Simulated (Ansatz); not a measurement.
A slab with vacuum along the third vector:

```
CELL_PARAMETERS angstrom
      4.58456     0.00000     0.00000
      0.00000     7.73946     0.00000
      0.00000     0.00000    27.50000
ATOMIC_POSITIONS crystal
  Ga 0.03732 0.33347 0.29285
  Ga 0.46268 0.83347 0.29285
  Ga 0.53732 0.16653 0.29285
  Ga 0.96268 0.66653 0.29285
  Ga 0.10959 0.84965 0.37613
  Ga 0.39041 0.34965 0.37613
  Ga 0.60959 0.65035 0.37613
  Ga 0.89041 0.15035 0.37613
  Ga 0.07664 0.34390 0.45904
  Ga 0.42336 0.84390 0.45904
  Ga 0.57664 0.15610 0.45904
  Ga 0.92336 0.65610 0.45904
  Ga 0.07664 0.84390 0.54096
  Ga 0.42336 0.34390 0.54096
  Ga 0.57664 0.65610 0.54096
  Ga 0.92336 0.15610 0.54096
  Ga 0.10959 0.34965 0.62387
  Ga 0.39041 0.84965 0.62387
  Ga 0.60959 0.15035 0.62387
  Ga 0.89041 0.65035 0.62387
  Ga 0.03732 0.83347 0.70715
  Ga 0.46268 0.33347 0.70715
  Ga 0.53732 0.66653 0.70715
  Ga 0.96268 0.16653 0.70715
```

Set-up: 24 atoms, 11.4 Å thick at the start; mesh 8x5x1; 0.1 eV smearing; dipole correction on; all atoms relaxed; start symmetry kept, larger cells not searched; no spin, no spin-orbit, no U.

Question: Predict the work function of the top face from Ansatz (a quantum-chemistry and plane-wave program) with PBE.

Answer: 4.25 eV

Question: Predict the surface energy (mean of both faces) from PBE.

Answer: 0.47 J/m²
